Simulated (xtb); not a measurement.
xtb 6.7.1, GFN2-xTB: Mg(Cl)(SH)(NH3)2 ([NH3]->[Mg](<-[NH3])([SH])[Cl]), 12 atoms. The geometry is a generated start, not checked to be a minimum at this level.

* **method**: GFN2-xTB
* **--acc**: 1 (default)
* **--etemp (K)**: 300 (default)
* **detailed input (--input)**: none: ANC optimiser, Lindh (1995) Hessian, microcycle=20, maxdispl=1.0, hlow=0.01 (default)
* **basis functions**: 45
* **valence electrons**: 32

```xyz
12

Mg    -0.6661     0.3211     0.3514
Cl    -1.8699     1.8422    -0.6660
S     -0.2581    -0.7306     2.4172
H     -0.3828     0.3686     3.1497
N      1.4188     1.1465    -0.0861
H      2.0660     0.8550     0.6399
H      1.3146     2.1565    -0.0381
H      1.8252     0.9251    -0.9886
N     -0.8135    -1.5018    -1.0449
H     -1.3389    -2.1987    -0.5242
H      0.0570    -1.9300    -1.3417
H     -1.3521    -1.2538    -1.8687
```

The structure is relaxed from this start with --opt LEVEL for the levels crude, sloppy, loose, lax, normal, tight, vtight, extreme, once each. Up to the end of the extreme run atoms move by at most 1.0 Å along an axis.

Problem. Choose the cheapest level whose final energy lies within 5 meV of that of extreme.

Solution. normal: 32 cycles against 94, ending 1.4 meV above.

| level | cycles | energy above the extreme run (meV) | gradient norm (eV/Å) |
|---|---|---|---|
| crude | 1 | 40 | 0.12 |
| sloppy | 1 | 40 | 0.12 |
| loose | 1 | 40 | 0.12 |
| lax | 1 | 40 | 0.12 |
| normal | 32 | 1.4 | 0.029 |
| tight | 44 | 0.47 | 0.0071 |
| vtight | 79 | 0.053 | 0.0024 |
| extreme | 94 | — | 0.0016 |
